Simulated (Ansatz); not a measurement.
Take Re in the hcp (Mg type) structure (space group P6_3/mmc, No. 194; a = 2.751 Å, c = 4.441 Å) as the base.

Structures relaxed with PBEsol/PAW in Ansatz (an electronic-structure program), no spin-orbit coupling.

Base:

Simulated powder pattern, Co Kα, λ = 1.79026 Å (kinematic, ideal powder, no thermal factors, no anomalous dispersion; the 10 strongest lines at most, above 2 %, up to 2θ = 90°):

```
2θ (°)  I/Imax (%)    hkl
------  ----------  -----
44.14           24  (100)
47.54           26  (002)
50.48          100  (101)
66.88           15  (102)
81.21           18  (110)
```

One thing is altered: a hydrostatic pressure of 100 GPa.

Question: How do the reflections move or split?

Answer: 
Simulated powder pattern, Co Kα, λ = 1.79026 Å (kinematic, ideal powder, no thermal factors, no anomalous dispersion; the 10 strongest lines at most, above 2 %, up to 2θ = 90°):

```json
[
 {"2θ (°)": "46.95", "d (Å)": "2.247", "I/Imax (%)": "24", "hkl": "(100)"},
 {"2θ (°)": "50.59", "d (Å)": "2.095", "I/Imax (%)": "26", "hkl": "(002)"},
 {"2θ (°)": "53.75", "d (Å)": "1.980", "I/Imax (%)": "100", "hkl": "(101)"},
 {"2θ (°)": "71.49", "d (Å)": "1.532", "I/Imax (%)": "15", "hkl": "(102)"},
 {"2θ (°)": "87.25", "d (Å)": "1.297", "I/Imax (%)": "19", "hkl": "(110)"}
]
```

The indices refer to the base's conventional cell; one index is shown for lines that coincide.

Load acts through the strain it causes; cell and atoms are relaxed under it. No phonon test of stability was made. No other phases were tried under pressure. The final runs are not spin-polarised.
